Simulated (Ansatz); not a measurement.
Take Ge in the diamond structure (space group Fd-3m, No. 227; a = 5.674 Å) as the base. Axes: x, y, z lie along the cube axes.

Method: r2SCAN (Ansatz, a first-principles code, PAW, spin-orbit coupling left out).

Strains are applied to the cell and any free atomic positions relax; under biaxial strain the out-of-plane vector relaxes too.

One change was made to it. Results:

The energy rises by 0.5 meV/atom; the pressure (mean of the normal stresses, compression positive) drops by 4.6 kbar, from 0.1 kbar to -4.5 kbar.

### Question
What was done to the base?
(A) biaxial strain +1.00 %, plane normal [001], relaxed out of plane
(B) biaxial strain +0.50 %, plane normal [001], relaxed out of plane
(C) biaxial strain +1.50 %, plane normal [001], relaxed out of plane

### Answer
B, biaxial strain +0.50 %, plane normal [001], relaxed out of plane. For comparison, the energy relative to the base in the other runs: biaxial strain +1.50 %, plane normal [001], relaxed out of plane gives +4.3 meV/atom; biaxial strain +1.00 %, plane normal [001], relaxed out of plane gives +1.9 meV/atom.

Whether these cells are dynamically stable was not tested.
